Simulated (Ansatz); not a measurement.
Base system: ZrS2 in the CdI2 type structure (space group P-3m1, No. 164; layered, stacked along the Cartesian z axis).

```xyz
3
Lattice="3.6348 0.0000 0.0000 -1.8174 3.1478 0.0000 0.0000 0.0000 5.7197" Properties=species:S:1:pos:R:3 pbc="T T T"
Zr     0.0000     0.0000     0.0000
S      0.0000     2.0986     1.4604
S      1.8174     1.0493     4.2592
```

Levels (all Ansatz, a first-principles code, PAW): PBE-D3(BJ) (420 eV, without spin-orbit coupling); HSE06 (420 eV, no spin-orbit coupling).

Its gap is 0.66 eV with PBE-D3(BJ) and 1.42 eV with HSE06.

It is then changed as follows: the cell is scaled by 1.0089 in all directions, atoms relaxed at fixed cell.

With PBE-D3(BJ) the gap becomes 0.78 eV.

Problem. If the HSE06 correction stayed the same, what would the HSE06 gap be, and what does the HSE06 run give?

Solution. A rigid correction of +0.76 eV gives 1.54 eV. The HSE06 run gives 1.55 eV, so the two effects roughly add.

Single points use the geometry relaxed with PBE-D3(BJ). HSE06 gaps are upper bounds (no full band path). The cells carry an imposed strain or load. Whether these cells are dynamically stable was not tested.
